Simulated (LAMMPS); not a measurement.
System: Ni (fcc), 256 atoms, at 1040 K and 0 GPa, heated as the crystal.

Level of theory: MD with a machine-learned potential, pair style snap, file Ni_Zuo_JPCA2020.snap, run in LAMMPS.

| Quantity | Value |
|---|---|
| state found | crystal; no diffusion seen in 15 ps |
| density | 8.643 ± 0.002 g/cm³ |
| volume per atom | 11.276 ± 0.003 Å³ |
| enthalpy per atom | -5.505 ± 0.002 eV |
| first peak of g(r) | 2.48 Å, height 4.6 |
| coordination number | 12.0 (counted to 3.06 Å) |
| most common Ni-Ni-Ni angle | in the 3° bin centred on 58.5° (mean of all 97°) |
| mean frequency of the velocity spectrum | 5.9 THz |
| cost | around 19 core-minutes (rough) |

Potential: file Ni_Zuo_JPCA2020.snap of the LAMMPS distribution; its header cites Y. Zuo, C. Chen, X, Li, Z. Deng, Y. Chen, J. Behler, G. Csányi, A. V. Shapeev, A. P. Thompson, M. A. Wood, S. P. Ong, "Performance and Cost Assessment of Machine Learning Interatomic Potentials" J. Phys. Chem. A 124, 4, 731-745 (2020).

States go by the mean squared displacement: a species diffuses where it passes 1.5 Å², still rises and gives D over 1e-6 cm²/s; a crystal has left its structure where atoms lie 0.35 Å off their sites on average or a cubic box changes its shape by 3 %.

Uncertainties are statistical and leave out the potential's own error.

```tsv
angle (°)	probability per degree, Ni-Ni-Ni
43.50	0.0000
46.50	0.0002
49.50	0.0015
52.50	0.0081
55.50	0.0214
58.50	0.0316
61.50	0.0294
64.50	0.0178
67.50	0.0078
70.50	0.0026
73.50	0.0008
76.50	0.0008
79.50	0.0022
82.50	0.0056
85.50	0.0099
88.50	0.0128
91.50	0.0123
94.50	0.0089
97.50	0.0050
100.5	0.0023
103.5	0.0013
106.5	0.0022
109.5	0.0058
112.5	0.0119
115.5	0.0194
118.5	0.0236
121.5	0.0229
124.5	0.0170
127.5	0.0103
130.5	0.0047
133.5	0.0020
136.5	0.0007
139.5	0.0002
142.5	0.0001
145.5	0.0000
148.5	0.0000
151.5	0.0000
154.5	0.0000
157.5	0.0002
160.5	0.0006
163.5	0.0015
166.5	0.0034
169.5	0.0061
172.5	0.0081
175.5	0.0073
178.5	0.0030
```
